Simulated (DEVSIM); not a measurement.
Device: abrupt Si p-n junction, at 300 K.

Layer 1 from the left is Si, thickness (μm) 1.40, Na (cm⁻³) 1.6e15, τn (s) 0.00011, τp (s) 0.00011. Layer 2 from the left is Si, thickness (μm) 0.430, Nd (cm⁻³) 8.1e15, τn (s) 0.00011, τp (s) 0.00011.

Left contact: ohmic. Right contact: ohmic. Voltage is applied to the left contact. Recombination: SRH at mid-gap, radiative. Mobility is constant in doping.

This is a model device: material constants are rounded textbook-type values typed into the input, and sizes, dopings and lifetimes were drawn at random. Values at 300 K.

Si: gap (eV) 1.124, affinity (eV) 4.05, permittivity 11.7, Nc (cm⁻³) 2.86e19, Nv (cm⁻³) 3.1e19, μn (cm²/Vs) 1417, μp (cm²/Vs) 470, B (cm³/s) 4.7e-15.

Q: Estimate by hand the built-in potential, the peak field at zero bias, the capacitance at -1 V, and compare with a numerical solution.

A: 
- Built-in potential: ni = √(Nc Nv) exp(−Eg/2kT) = 1.08e10 cm⁻³ with Eg = 1.124 eV; Vbi = kT/q ln(Na Nd/ni²) = 0.658 V; numerical 0.658 V.
- Peak field at zero bias: depletion approximation: W = √(2εVbi/(qN)) = 0.798 μm with N = 1.34e15 cm⁻³; field = 2Vbi/W = 16500 V/cm; numerical 15800 V/cm (estimate above by 4.1 %).
- Capacitance at -1 V: C = √(qεN / 2(Vbi + |V|)) = 8.18 nF/cm²; numerical 8.23 nF/cm² (estimate below by 0.63 %).

Model (solved in DEVSIM): 1D drift-diffusion, Boltzmann statistics, complete ionisation; no tunnelling, impact ionisation, image-force lowering or self-heating.
